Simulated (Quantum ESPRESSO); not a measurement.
Several settings converged on Pb (P-3m1, 2 atoms in the cell)

```
Pb
1.0
    3.45423     0.00000     0.00000
   -1.72712     2.99145     0.00000
    0.00000     0.00000     5.96740
Pb
2
Cartesian
  0.00000   1.99430   1.54185
  1.72712   0.99715   4.47555
```

Base method: PBEsol, GBRV 1.5 ultrasoft (PBESOL) pseudopotentials (plane waves; Quantum ESPRESSO).

Base settings: ecutwfc = 40 Ry; ecutrho = 200 Ry; occupations = smearing; smearing = gauss; degauss = 0.0073499 Ry; potentials = {Pb: pb_pbesol_v1.uspp.F.UPF}; K_POINTS = automatic 4 4 2 0 0 0; conv_thr = 1e-10 Ry; mixing_beta = 0.4.

The count of work is k-points × plane waves × bands × iterations; it is no time. 

**The cutoff for other potential files**

Level: DFT, PBEsol, plane waves, PSlibrary PAW (PBE) pseudopotentials.

In this ladder: pseudopotentials = {Pb: Pb.pbe-dn-kjpaw_psl.1.0.0.UPF}; input_dft = pbesol. Moved along: ecutrho.

The second cell is the first with its lattice scaled by 0.98.

The mesh stays at the base's, so the ladder's end is converged at best in this setting alone.

Only quantities that move along the ladder and can be compared are tabulated.

```tsv
ecutwfc	free energy less the last step's (meV/atom)	energy of the compressed cell less the first (meV/atom)	pressure (GPa)	largest difference of a force vector from the last step's (eV/Å)	count of work / last
25 Ry	27256.34	-420.18	-609.18	0.105	0.13
30 Ry	6980.06	-65.96	-212.59	0.001	0.16
38 Ry	548.95	-6.62	-25.29	0.002	0.20
47 Ry	121.06	-6.82	-1.47	0.000	0.31
55 Ry	99.94	-6.27	-2.61	0.000	0.36
66 Ry	29.33	-6.51	-2.39	0.000	0.47
82 Ry	9.01	-6.90	-1.42	0.000	0.65
110 Ry	0.00	-6.90	-1.48	0.000	1.0
```

Coarsest ecutwfc that holds the energy of the compressed cell less the first within 2 meV/atom of the last step, with all finer ones: 38 Ry, at 0.20 of the last step's count of work; the step before is off by 59 meV/atom.

Coarsest ecutwfc that holds the pressure within 1 GPa of the last step, with all finer ones: 66 Ry; the step before is off by 1.1 GPa.

Coarsest ecutwfc that holds the free energy within 5 meV/atom: not settled: the last two steps still differ by 9.0 meV/atom, over half the tolerance, so the ladder does not show it.

At the lowest cutoff the pressure lies 608 GPa under the last step's, the usual sign of Pulay stress in an incomplete plane-wave basis.

**The density cutoff**

The second cell is the first with its lattice scaled by 0.98.

The mesh stays at the base's, so the ladder's end is converged at best in this setting alone.

Only quantities that move along the ladder and can be compared are tabulated.

```csv
ecutrho,free energy less the last step's (meV/atom),energy of the compressed cell less the first (meV/atom),pressure (GPa),largest difference of a force vector from the last step's (eV/Å)
80 Ry,-63.89,-9.00,1.74,0.165
120 Ry,-2.20,-8.52,-1.58,0.002
160 Ry,-1.48,-8.67,-1.53,0.001
200 Ry,-0.33,-8.80,-1.58,0.000
240 Ry,0.05,-8.79,-1.58,0.000
320 Ry,-0.03,-8.80,-1.59,0.000
400 Ry,0.00,-8.80,-1.58,0.000
480 Ry,0.00,-8.80,-1.58,0.000
640 Ry,0.00,-8.80,-1.58,0.000
```

Coarsest ecutrho that holds the free energy within 2 meV/atom of the last step, with all finer ones: 160 Ry; the step before is off by 2.2 meV/atom.

Coarsest ecutrho that holds the pressure within 0.1 GPa of the last step, with all finer ones: 120 Ry; the step before is off by 3.3 GPa.

The energy difference between the two cells stays within 1 meV/atom of the last step's from 80 Ry on, the total only from 200 Ry on: much of the error is common to both cells and cancels.

On the base run: the starting cell comes from a database of computed structures (which also holds hypothetical and non-ambient phases and stackings), without a prior relaxation at this level. Its lattice was rescaled by up to half a per cent. One atom was moved a little off its site on purpose. Without a gap this mesh is coarse (it stands for a supercell whose shortest vector is 12 Å).
